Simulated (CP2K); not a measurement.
Input and output of a self-consistent single point for MgSn₅ (R32, 6 atoms in the cell) (CP2K).

Computed with PBEsol, GPW, DZVP-MOLOPT-SR-GTH basis, GTH-PBE potentials (GTH_POTENTIALS) in CP2K.

```
MgSn5
1.0
    6.45835     0.00000     0.00000
    3.95596     5.10496     0.00000
    3.95596     1.93916     4.72232
Mg Sn
1 5
Direct
  0.50000   0.50000   0.50000
  0.66053   0.33947   0.00000
  0.00000   0.66053   0.33947
  0.33947   0.00000   0.66053
  0.16639   0.16639   0.16639
  0.83361   0.83361   0.83361
```

Reference input (self-consistent single point, DFT PBEsol, GPW, DZVP-MOLOPT-SR-GTH basis, GTH-PBE potentials (GTH_POTENTIALS)): CUTOFF = 1000 Ry; REL_CUTOFF = 50 Ry; SMEAR/METHOD = FERMI_DIRAC; ELECTRONIC_TEMPERATURE = 1160.45 K; KPOINTS/SCHEME = MONKHORST-PACK 4 4 4; GAMMA_CENTERED = T; XC_FUNCTIONAL = PBE:PBESOL; Mg/BASIS_SET = DZVP-MOLOPT-SR-GTH-q10; Mg/POTENTIAL = GTH-PBE-q10; Sn/BASIS_SET = DZVP-MOLOPT-SR-GTH-q4; Sn/POTENTIAL = GTH-PBE-q4; METHOD = GPW. This run's input differs from it in these lines:

```diff
@@ -40,4 +40,3 @@
     &KPOINTS
-      SCHEME MONKHORST-PACK 4 4 4
-      GAMMA_CENTERED T
+      SCHEME MONKHORST-PACK 7 7 7
     &END KPOINTS
```

Output, abridged:

```
 SCF WAVEFUNCTION OPTIMIZATION

  Step     Update method      Time    Convergence         Total energy    Change
     1 NoMix/Diag. 0.30E+00      -     1.40859374       -80.9932836164 -8.10E+01
     2 Broy./Diag. 0.30E+00      -     0.02129746       -80.9031816430  9.01E-02
     3 Broy./Diag. 0.30E+00      -     0.15013675       -80.5848976634  3.18E-01
     4 Broy./Diag. 0.30E+00      -     0.02110056       -80.5249361848  6.00E-02
     5 Broy./Diag. 0.30E+00      -     0.01041247       -80.5572099447 -3.23E-02
     6 Broy./Diag. 0.30E+00      -     0.00352416       -80.5554653556  1.74E-03
   [... 5 lines left out ...]
    12 Broy./Diag. 0.30E+00      -     0.00000229       -80.5521299303  2.46E-05
    13 Broy./Diag. 0.30E+00      -     0.00000040       -80.5521328200 -2.89E-06
    14 Broy./Diag. 0.30E+00      -     0.00000076       -80.5521261298  6.69E-06
    15 Broy./Diag. 0.30E+00      -     0.00000002       -80.5521249728  1.16E-06
  *** SCF run converged in    15 steps ***

  Overlap energy of the core charge distribution:               0.00000000001798
  Self energy of the core charge distribution:               -183.64849585566014
  Core Hamiltonian energy:                                     51.11674825557037
  Hartree energy:                                              65.58291444552397
  Exchange-correlation energy:                                -13.59866071363108
  Electronic entropic energy:                                  -0.00463110451642
  Fermi energy:                                                 0.20035981809418

  Total energy:                                               -80.55212497276155
  Total energy (extrapolated to T->0):                        -80.54980942050334

   [... lines left out ...]

 STRESS| Analytical stress tensor [bar]
 STRESS|                        x                   y                   z
 STRESS|      x        2.28868678970E+04  -2.62479234386E+03  -1.75976949025E+03
 STRESS|      y       -2.62479234386E+03   2.69545686727E+04  -8.62704102169E+02
 STRESS|      z       -1.75976949025E+03  -8.62704102169E+02   2.76633935571E+04
 STRESS| 1/3 Trace                                             2.58349433756E+04
```

The run converged in 15 iterations. Against the reference run the free energy rises by 24.0 meV/atom, the pressure goes from 1.88 to 2.58 GPa and the largest force goes from 0.106 to 0.064 eV/Å.

The starting cell comes from a database of computed structures (which also holds hypothetical and non-ambient phases and stackings), without a prior relaxation at this level. Its lattice was rescaled by a random factor within 2.5 % of one. Values carry the incompleteness of an atom-centred basis. The potentials were made for another functional than the one used.

Cost on one core of a shared machine: roughly 80 s.
